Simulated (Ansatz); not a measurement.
An Ansatz (an electronic-structure program) run: hypothetical anti-fluorite Tl2S; PBE, PAW, 420 eV (Ansatz; no spin-orbit coupling).

Input:

Ansatz 0.2 input:
```yaml
crystal:
  lattice:
    - [0, 3.6875975702, 3.6875975702]
    - [3.6875975702, 0, 3.6875975702]
    - [3.6875975702, 3.6875975702, 0]
  atoms:
    - { symbol: S, position: [0, 0, 0] }
    - { symbol: Tl, position: [0.25, 0.25, 0.25] }
    - { symbol: Tl, position: [0.75, 0.75, 0.75] }
basis: { ecutwfc: 420, ecutrho_ratio: 4, xc_grid: 2, fft_grid_basis: typed }
kpoints: { mp_grid: { grid: [8, 8, 8] } }
hamiltonian:
  xc: pbe
  dispersion: none
  pseudopotentials: { kind: paw }
scf: { occupations: { method: fermi_dirac, width: 0.05 }, convergence: { dr2_threshold: 0.0000000003 } }
output: { forces: true, stress: true }
checkpoint: { write: state.ck, write_every: 1000 }
```

Output (explanatory and most iteration lines left out):

```
Pseudopotential: S, paw, valence charge 6
Pseudopotential: Tl, paw, valence charge 13
Crystal: 3 atoms, lattice volume = 100.291 Å³
Basis set: ecut = 420 eV, 1917 PW (Γ), exchange–correlation on 72×72×72 points (8 copies of the dense FFT grid, shifted against one another)
Bands: 20, of which v1, the nominal top of the filled ones, is band 16 counted from 1 (15 counted from 0)
Symmetry: 48 space group operations
Space group: Fm-3m (ITA 225), of the structure as read, at distance tolerance 4.6e-5 Å
k-points: 29 of 512
Functional: x = pbe(κ = 0.804, μ = 0.2195149727645171), c = pbe(β = 0.06672455060314922)
SCF iter   1: F=—  HF=-23791.071282 eV  |F-HF|=—  |Δ(HF+E_count)|=         —  Δρ=5.69e-4  dr2=4.41e-4  ethr=1.77e-3  ⟨swp⟩=5.8  Hψ=2570  notcnv=0
SCF iter   2: F=—  HF=-23791.069293 eV  |F-HF|=—  |Δ(HF+E_count)|=   1.99e-3  Δρ=3.18e-4  dr2=1.77e-4  ethr=1.38e-6  ⟨swp⟩=2.6  Hψ=1324  notcnv=0
SCF 1 converged in 7 iterations: F = -23791.069636 eV  dr2 = 2.97e-10
SCF converged after 7 iterations
Free energy (F): -23791.069636 eV
Internal energy: -23791.068198 eV  (E = F + TS)
E sigma→0 (E₀):  -23791.068917 eV
Entropy (-TS):   -0.001438 eV (-0.479 meV/atom)
Fermi energy:    6.203058 eV
--- Forces (eV/Å), atoms counted from 1 ---
  atom   1  S     -0.00000000     0.00000000    -0.00000000
  atom   2  Tl    -0.00000000    -0.00000000    -0.00000000
  atom   3  Tl     0.00000000    -0.00000000     0.00000000
--- Stress (GPa, compression-positive) ---
        0.003763       0.000000       0.000000
       -0.000000       0.003763      -0.000000
        0.000000       0.000000       0.003763
  P = ⅓ Tr σ = 0.0038 GPa (0.038 kbar)
```

With Tl present, leaving out spin-orbit coupling can change the band edges. No phonon test of stability was made. The final runs are not spin-polarised. The cell is Tl₂S in the anti-fluorite structure (space group Fm-3m, No. 225; a hypothetical phase, not in the database extracts checked).
